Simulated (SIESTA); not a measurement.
Worked example: self-consistent single point of NiBi (P1, 4 atoms in the cell) in SIESTA.

Level of theory: SIESTA with LDA PW92, numerical atomic orbitals TZP, PseudoDojo LDA standard norm-conserving potentials (rewritten from UPF to PSML).

The change in words: atoms moved at random. Reference geometry:
```
NiBi
1.0
    4.06194     0.00000     0.00000
   -2.03097     3.51774     0.00000
    0.00000     0.00000     5.17249
Ni Bi
2 2
Direct
  0.00000   0.00000   0.50000
  0.00000   0.00000   0.00000
  0.33333   0.66667   0.25000
  0.66667   0.33333   0.75000
```

Reference input (self-consistent single point, DFT, LDA PW92, numerical atomic orbitals TZP, PseudoDojo LDA standard norm-conserving potentials (rewritten from UPF to PSML)): XC.functional = LDA; XC.authors = PW92; potentials = PseudoDojo LDA standard; PAO.BasisSize = TZP; PAO.EnergyShift = 0.01 Ry; MeshCutoff = 400 Ry; kgrid.MonkhorstPack = 10 10 7; OccupationFunction = FD; ElectronicTemperature = 1160.45 K; MaxSCFIterations = 150; SCF.Mixer.Method = Pulay; SCF.Mixer.Weight = 0.1. This run's input differs from it in these lines:

```diff
@@ -18,6 +18,6 @@
 %block AtomicCoordinatesAndAtomicSpecies
-     0.000000000    0.000000000    4.887298521  1
-     0.000000000    0.000000000    0.000000000  1
-    -0.000003838    4.431712334    2.443649260  2
-     3.837977126    2.215852843    7.330947781  2
+    -0.047544813    0.011154614    4.943218990  1
+    -0.120247541   -0.086052731   -0.080288540  1
+     0.156182485    4.561386388    2.438468724  2
+     3.849590833    2.161076906    7.360506162  2
 %endblock AtomicCoordinatesAndAtomicSpecies
```

Output, abridged:

```
        iscf     Eharris(eV)        E_KS(eV)     FreeEng(eV)     dDmax    Ef(eV) dHmax(eV)
   scf:    1   -13520.049602   -13550.537197   -13550.646526  1.714231 -2.013107 19.785022
   scf:    2   -13570.310858   -13563.994146   -13564.082513  0.305517 -3.008499  5.689230
   scf:    3   -13565.353573   -13564.997838   -13565.077704  0.098900 -3.316005  2.524390
   scf:    4   -13565.414674   -13565.220988   -13565.302462  0.057061 -3.394058  1.587488
   scf:    5   -13565.438098   -13565.353664   -13565.438945  0.072574 -3.482546  0.254143
   [... 3 lines left out ...]
   scf:    9   -13565.356878   -13565.356694   -13565.442598  0.001338 -3.473700  0.010715
   scf:   10   -13565.356685   -13565.356690   -13565.442600  0.000090 -3.473770  0.005591
   scf:   11   -13565.356650   -13565.356670   -13565.442604  0.000368 -3.473824  0.000658
   scf:   12   -13565.356670   -13565.356670   -13565.442604  0.000012 -3.473832  0.000567
SCF Convergence by DM+H criterion
max |DM_out - DM_in|         :     0.0000124374
max |H_out - H_in|      (eV) :     0.0005673159
SCF cycle converged after 12 iterations

Using DM_out to compute the final energy and forces

siesta: E_KS(eV) =           -13565.3567

siesta: E_KS - E_eggbox =    -13565.3567

siesta: Atomic forces (eV/Ang):
     1    0.496352    0.141009   -0.277654
     2    0.749017    0.351911    0.276045
     3   -0.967534   -0.673118    0.170392
     4   -0.281263    0.180622   -0.176470
   Tot   -0.003428    0.000424   -0.007687
   Max    0.967534
   Res    0.471304    sqrt( Sum f_i^2 / 3N )
   Max    0.967534    constrained

Stress tensor Voigt[x,y,z,yz,xz,xy] (kbar):        9.30       28.10        4.45        0.59        2.31       -6.84
(Free)E + p*V (eV/cell)   -13566.0861
   [... lines left out ...]
siesta: FreeEng =    -13565.442604
siesta: Cell volume =         73.908912 Ang**3
siesta:         -13.95019545         10.15328715  kBar
   [... lines left out ...]
             -0.234   0.371   0.463   0.346   1.991   1.993   2.005   1.993

              1.991   0.185   0.168   0.099   0.171   0.183

mulliken: Qtot =       66.000

Mulliken Atomic Populations:
Atom #   charge [q] valence [e]  Species
     1     0.458514   17.541486  Ni
     2     0.455052   17.544948  Ni
     3    -0.434211   15.434211  Bi
     4    -0.479355   15.479355  Bi
 Total     0.000000
```

The run converged in 12 iterations. Against the reference run the free energy rises by 28.2 meV/atom, the pressure goes from -2.40 to -1.39 GPa and the largest force goes from 0.000 to 1.191 eV/Å.

The starting cell comes from a database of computed structures (which also holds hypothetical and non-ambient phases and stackings), without a prior relaxation at this level. Its lattice was rescaled by a random factor within 2.5 % of one. For this run, on top of that: atoms moved at random. Spin polarisation is off. Values carry the incompleteness of an atom-centred basis. Forces in this geometry exceed 1 eV/Å.

Cost on one core of a shared machine: roughly 90 s.
